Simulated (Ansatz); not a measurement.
Ge_Ca in rock-salt CaO

The numbers are results of PBE, PAW (plane waves to 420 eV; Ansatz, a program for electronic structure), not measurements. The supercell holds 64 host sites (2×2×2 repeats of a cell of 8 atoms), with a 2×2×2 shifted k-point sampling for the final energies. Site at the start: the Ca site. Finite-size correction: monopole term and site-potential alignment. Dielectric constants: PBE linear response of the host. Host gap at this level: 3.66 eV. Finite-size and sampling errors can reach tenths of an eV here. Levels are measured in PBE's own, too narrow, gap. Spin–orbit coupling is left out. Each state is the lowest found from its start.

Charges with a result: +2, +1, 0, −1. Others weren't obtained, and one of them could lie lower, also by skipping a charge.

```csv
charge,moment (μB),point group,largest move off a lattice site (Å),image correction with alignment (eV)
+2,not spin-polarised,Oh,0.37,0.37
+1,1.0,C3v,0.33,0.12
0,not spin-polarised,C3v,0.28,0.00
−1*,0.9,–,0.29,–
```

* At this level the carrier isn't localised at the defect: at charge −1 electrons occupy the conduction band. Such a state is shallow or no state of the defect, and this cell gives it no level.

Point groups are those of the whole cell at tolerances of 0.03 and 0.1 Å ("near" where only the looser one holds); none is given for unsettled states.

Transition levels above the valence-band maximum: ε(+2/+1) = 1.63 eV; ε(+1/0) = 1.19 eV. On the lower envelope of the bound states, inside the gap: (+2/0) at 1.41 eV; the others aren't thermodynamic.

Flagged in the runs: a strain field that reaches the edge of the cell.

All states together cost around 90 core-minutes (rough).
